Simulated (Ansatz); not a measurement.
Structures of equal composition on the (111) surface of fcc Ag: a layer of Ir in place of the second plane; a layer of Ir in place of the third plane. The slabs share one bottom face, and each structure is named by its start. These are constructed structures in small cells; real faces may alloy, dewet or reconstruct in larger ones, and not all known structures of the face are among them. Slabs of about 12 Å, Fermi-Dirac smearing of 0.1 eV. Bottom of the slabs: a bare face, its two planes held. Relaxed from the named starts with such symmetry as they have, on meshes of like density; energies extrapolated to zero smearing; spin only where a row says so; no spin-orbit coupling, no U. Brackets mark spin-polarised runs, whose order is one that fits the cell.

These are PBE (plane waves to 420 eV, PAW; Ansatz, a first-principles code) values and carry that method's errors.

### Question
Rank these by energy per 1x1 cell (lowest first), as PBE gives it.

### Answer
a layer of Ir in place of the third plane (0.000 eV), a layer of Ir in place of the second plane (0.103 eV)
